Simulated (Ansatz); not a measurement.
# A constructed model of the (111) surface of fcc Ni, ferromagnetic, a layer of Rh in place of the third plane (bottom of the slab: a bare face, its two planes held)

All values below come from PBE (plane waves to 420 eV, PAW; Ansatz, a program for electronic structure).

Slab: 6 atoms, 10.4 Å thick at the start (thin: gaps and levels are the slab's own); k 17x17x1, smearing 0.1 eV, dipole-corrected; 2 atoms held, the rest relaxed; start symmetry kept, larger cells not searched; spin-polarised, ending with about 3.8 μB a cell; orders that need a larger cell were not tried, no spin-orbit, no U. In PBE it is, or lies within 0.01 eV a 1x1 cell of, the lowest of the 2 structures of its composition computed so far; larger cells were not tried.

```
Item                                            Value
-----------------------------  ----------------------
work function of the top face                 5.04 eV
energy released by relaxation                0.015 eV
magnetic moment of the cell                   3.77 μB
cost                           roughly 7 core-minutes
```
